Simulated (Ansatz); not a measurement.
**Input and output of a self-consistent single point for CdGeAs2 (I-42d, 8 atoms in the cell) (Ansatz, a program for electronic structure)**

Method: PBE (plane waves, PAW; Ansatz).

Input:

Ansatz 0.2 input:
```yaml
# CdGeAs2
crystal:
  lattice:
    - [-2.98485000, 2.98485000, 5.63805000]
    - [2.98485000, -2.98485000, 5.63805000]
    - [2.98485000, 2.98485000, -5.63805000]
  atoms:
    - { symbol: Cd, position: [0.00000000, 0.00000000, 0.00000000] }
    - { symbol: Cd, position: [0.75000000, 0.25000000, 0.50000000] }
    - { symbol: Ge, position: [0.50000000, 0.50000000, 0.00000000] }
    - { symbol: Ge, position: [0.25000000, 0.75000000, 0.50000000] }
    - { symbol: As, position: [0.87500000, 0.84600000, 0.47100000] }
    - { symbol: As, position: [0.15400000, 0.62500000, 0.02900000] }
    - { symbol: As, position: [0.37500000, 0.40400000, 0.52900000] }
    - { symbol: As, position: [0.59600000, 0.12500000, 0.97100000] }
basis:
  ecutwfc: 420.0 eV
kpoints:
  mp_grid: { grid: [4, 4, 4] }
hamiltonian:
  xc: pbe
  pseudopotentials: { kind: paw }
scf:
  occupations: { method: fermi_dirac, width: 0.01 eV }
output:
  forces: true
  eigenvalues: true
  stress: true
```

Log, with long lists cut:

```
WARN ansatz: RAYON_NUM_THREADS=1 ignored (pool sized by the plan → 1); use --threads N
Pseudopotentials: kind: paw
Pseudopotential: Cd, paw, valence charge 20
Pseudopotential: Ge, paw, valence charge 14
Pseudopotential: As, paw, valence charge 15
Crystal: 8 atoms, lattice volume = 200.925 Å³
Basis set: ecut = 420 eV, 3911 PW (Γ), exchange–correlation on 96×96×96 points (8 copies of the dense FFT grid, shifted against one another)
Bands: 77, of which v1, the nominal top of the filled ones, is band 64 counted from 1 (63 counted from 0)
Symmetry: 8 space group operations
Space group: I-42d (ITA 122), of the structure as read, at distance tolerance 5.9e-5 Å
k-points: 13 of 64 (time reversal used)
Initial density: superposition of atomic densities (neutral atoms: chi_scale 0, normalization atom), corrected by the library's trained network
Initial wavefunctions: pseudopotential atomic-orbital guess
Eigensolver: davidson
Functional: x = pbe(κ = 0.804, μ = 0.2195149727645171), c = pbe(β = 0.06672455060314922)
SCF iter   1: F=—  HF=-44524.104540 eV  |F-HF|=—  |Δ(HF+E_count)|=         —  Δρ=1.29e-3  dr2=5.24e-3  ethr=1.77e-3  ⟨swp⟩=6.0  Hψ=3414  notcnv=0  defer=3
all-band conjugate gradients solve this SCF's bands
preconditioner: auto → Resta (q_TF=auto, 2.531 Å⁻¹)
SCF iter   2: F=—  HF=-44524.105569 eV  |F-HF|=—  |Δ(HF+E_count)|=   1.03e-3  Δρ=6.76e-4  dr2=1.29e-3  ethr=4.10e-6  ⟨swp⟩=2.0  Hψ=1569  notcnv=0  defer=95
SCF iter   3: F=—  HF=-44524.105506 eV  |F-HF|=—  |Δ(HF+E_count)|=   6.27e-5  Δρ=2.14e-4  dr2=1.22e-4  ethr=1.01e-6  ⟨swp⟩=3.0  Hψ=1786  notcnv=0  defer=95
SCF iter   4: F=—  HF=-44524.105508 eV  |F-HF|=—  |Δ(HF+E_count)|=   1.98e-6  Δρ=8.96e-5  dr2=2.10e-5  ethr=9.53e-8  ⟨swp⟩=2.0  Hψ=1634  notcnv=0  defer=95
SCF iter   5: F=—  HF=-44524.105543 eV  |F-HF|=—  |Δ(HF+E_count)|=   3.50e-5  Δρ=2.87e-5  dr2=2.65e-6  ethr=1.64e-8  ⟨swp⟩=2.0  Hψ=1374  notcnv=0  defer=95
SCF iter   6: F=—  HF=-44524.105545 eV  |F-HF|=—  |Δ(HF+E_count)|=   2.24e-6  Δρ=1.66e-5  dr2=4.17e-7  ethr=2.07e-9  ⟨swp⟩=2.0  Hψ=1374  notcnv=0  defer=95
SCF iter   7: F=-44524.105546 eV  HF=-44524.105546 eV  |F-HF|=8.91e-8  |Δ(HF+E_count)|=   2.45e-7  Δρ=5.73e-6  dr2=5.80e-8  ethr=7.81e-11  ⟨swp⟩=8.5  Hψ=4081  notcnv=0
SCF 1 converged in 7 iterations: F = -44524.105546 eV  dr2 = 5.80e-8
SCF converged after 7 iterations
Free energy (F): -44524.105546 eV
Harris-Foulkes:  -44524.105546 eV  (|F-HF|=8.91e-8)
Internal energy: -44524.105546 eV  (E = F + TS)
E sigma→0 (E₀):  -44524.105546 eV
Entropy (-TS):   -0.000000 eV (-0.000 meV/atom)
Fermi energy:    8.584135 eV
--- Per-component energies (eV) ---
  E_band       = -2311.065791
  E_kinetic    = 1644.769181
  E_local      = -19971.180382  (includes V_loc(G=0)·N_el)
  E_nonlocal   = -1779.483943
  E_hartree    = 9730.118268
  E_xc         = -821.678981
  E_vxc        = -889.792388  (∫ρ·V_xc dr)
  E_paw        = -19545.804462  (= ΣΔE_a)
  E_vpaw       = -775.627400  (= ΣTr[D̂ρ^β])
  E_aug_tail   = 0.000601  (compensation charges beyond the density's cutoff)
  E_ewald      = -13780.845827
  E_smearing   = -0.000000  (= −TS)
  E_closure    = -0.000000  (closes the sum)
  Σ components = -44524.105546   (vs F -44524.105546, Δ=0.00e0)
--- Forces (eV/Å), atoms counted from 1 ---
  atom   1  Cd     0.00000000     0.00000000     0.00000000
  atom   2  Cd     0.00000000    -0.00000000     0.00000000
  atom   3  Ge    -0.00000000    -0.00000000     0.00000000
  atom   4  Ge     0.00000000    -0.00000000     0.00000000
  atom   5  As     0.15758044     0.00000000    -0.00000000
  atom   6  As    -0.00000000    -0.15758044    -0.00000000
  atom   7  As    -0.15758044     0.00000000    -0.00000000
  atom   8  As    -0.00000000     0.15758044    -0.00000000
  max |Σ_I F_I| component: 2.78e-17 eV/Å
--- Stress (GPa, compression-positive) ---
        2.726963       0.000000       0.000000
        0.000000       2.726963      -0.000000
        0.000000       0.000000       2.624855
  P = ⅓ Tr σ = 2.6929 GPa (26.929 kbar)
  The stress holds the Pulay correction. Without it, at fixed plane waves, as pw.x and ABINIT print it: P = 2.6600 GPa
--- Band table (eV; the first three rows and the last of 13) ---
  k-point 0: bands = ["-93.7048", "-93.7047", "-54.7823", "-54.7820", "-54.7540", "-54.7540", "-54.7539", "-54.7539", "-26.6970", "-26.6968", "-26.6968", "-26.6967", "-26.6965", "-26.6960", "-26.6953", "-26.6953", "-26.6328", "-26.6322", "-26.6321", [...]
  k-point 1: bands = ["-93.7048", "-93.7047", "-54.7822", "-54.7820", "-54.7540", "-54.7540", "-54.7539", "-54.7539", "-26.6970", "-26.6969", "-26.6968", "-26.6967", "-26.6962", "-26.6959", "-26.6955", "-26.6954", "-26.6326", "-26.6322", "-26.6322", [...]
  k-point 2: bands = ["-93.7048", "-93.7048", "-54.7821", "-54.7821", "-54.7539", "-54.7539", "-54.7539", "-54.7539", "-26.6970", "-26.6970", "-26.6968", "-26.6968", "-26.6958", "-26.6958", "-26.6956", "-26.6956", "-26.6324", "-26.6324", "-26.6322", [...]
  k-point 12: bands = ["-93.7048", "-93.7048", "-54.7821", "-54.7821", "-54.7540", "-54.7540", "-54.7538", "-54.7538", "-26.6973", "-26.6973", "-26.6967", "-26.6967", "-26.6958", "-26.6958", "-26.6954", "-26.6954", "-26.6325", "-26.6325", [...]
```

The run converged in 7 iterations.

The starting cell has typed, rounded lattice constants, without a prior relaxation at this level. Its lattice was rescaled by up to half a per cent. Ansatz's pressure includes its estimate of the finite-basis (Pulay) stress.
